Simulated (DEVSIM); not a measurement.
Device: abrupt Si n-p junction, at 300 K.

| layer (left to right) | material | thickness (μm) | Nd (cm⁻³) | Na (cm⁻³) | τn (s) | τp (s) |
|---|---|---|---|---|---|---|
| 1 | Si | 13.0 | 1.4e19 | - | 8.3e-6 | 8.3e-6 |
| 2 | Si | 0.700 | - | 1.1e14 | 8.3e-6 | 8.3e-6 |

Left contact: ohmic. Right contact: ohmic. Voltage is applied to the left contact. Recombination: SRH at mid-gap, Auger. Mobility is μmin + (μ − μmin)/(1 + (N/Nref)^α).

Constants are typed, rounded textbook-type inputs, not results; the design itself was drawn at random and stands for no fabricated device. Values at 300 K.

| parameter | Si |
|---|---|
| gap (eV) | 1.124 |
| affinity (eV) | 4.05 |
| permittivity | 11.7 |
| Nc (cm⁻³) | 2.86e19 |
| Nv (cm⁻³) | 3.1e19 |
| μn (cm²/Vs) | 1417 |
| μp (cm²/Vs) | 470 |
| μn,min | 52 |
| μp,min | 45 |
| Nref,n | 9.7e16 |
| Nref,p | 2.2e17 |
| αn | 0.68 |
| αp | 0.72 |
| Cn (cm⁶/s) | 2.8e-31 |
| Cp (cm⁶/s) | 9.9e-32 |

Model (solved in DEVSIM): 1D drift-diffusion, Boltzmann statistics, complete ionisation; no tunnelling, impact ionisation, image-force lowering or self-heating.

The doping Na of layer 2 was swept, all else fixed.

```tsv
doping Na of layer 2 (cm^-3)	potential step across the device at zero bias (V)	dark forward voltage at 100 A/cm² (V)	dark forward voltage at 1 A/cm² (V)
3.3e12	0.690	0.462	0.276
1.1e13	0.722	0.492	0.307
3.3e13	0.750	0.520	0.336
1.1e14	0.781	0.547	0.370
3.3e14	0.810	0.572	0.405
1.1e15	0.841	0.600	0.453
3.3e15	0.869	0.628	0.497
```

From the first row to the last the potential step across the device at zero bias goes from 0.690 to 0.869. From the first row to the last the dark forward voltage at 100 A/cm² goes from 0.462 to 0.628.
